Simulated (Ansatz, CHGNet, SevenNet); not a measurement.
## TiC (model structure, started from the NbAs type, I4₁md, No. 109, 4 atoms in the cell): properties by level of theory

```json
[
 {"level (code)": "CHGNet 0.3.0", "lattice parameter a (Å)": "2.837", "lattice parameter c (Å)": "10.573"},
 {"level (code)": "SevenNet-l3i5", "lattice parameter a (Å)": "[?]", "lattice parameter c (Å)": "10.460"},
 {"level (code)": "PBEsol (Ansatz)", "lattice parameter a (Å)": "2.794", "lattice parameter c (Å)": "10.632"}
]
```

Fill in the missing entries.


- SevenNet-l3i5, lattice parameter a (Å): 2.848

Caveats: the cell moved over 20 % in volume from its start (CHGNet 0.3.0, SevenNet-l3i5). Ansatz's density-functional and Hartree–Fock values are scalar-relativistic unless marked +SOC, with PAW data made under PBE.

Static lattice: no zero-point or thermal effects.

A model structure was made by putting elements into a prototype or built by hand; it is no filed structure, need not be a known phase, and can be a saddle point held by its symmetry.

Ansatz is a first-principles code.
